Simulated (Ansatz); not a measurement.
Functionals compared on the (001) surface of chalcopyrite CuGaSe2 in its 1x1 cell (cut with top plane Cu + Ga, bottom plane 2 Se), relaxed from an ideal cut (the real face may reconstruct), with unlike faces, outermost plane spacing 1.41 Å in the ideal cut (in the relaxation 1 Se–Se bonds formed), in Ansatz (plane waves, PAW). The structure was relaxed with PBE; the other rows are single points on it, each with its references at the same level. Cutoff 420 eV (500 eV for r2SCAN). The surface energy is the mean of two unlike faces.

Set-up: 24 atoms, Cu6Ga6Se12, 15.5 Å thick at the start; mesh 5x5x1; 0.025 eV smearing; dipole correction on; all atoms relaxed; held to the start's symmetry, so lower structures may exist; no spin, no spin-orbit, no U. These notes are the PBE run's.

```tsv
functional	surface energy (J/m²)	rough cost of the single point
PBE	0.73	–
LDA	1.01	roughly 13 core-minutes
PBEsol	0.89	very roughly 13 core-minutes
RPBE	0.58	roughly 12 core-minutes
r2SCAN	(withheld)	very roughly 22 core-minutes
```

### Question
What belongs in the gaps?

### Answer

- r2SCAN, surface energy (J/m²): 0.93

Ansatz is a quantum-chemistry and plane-wave program.
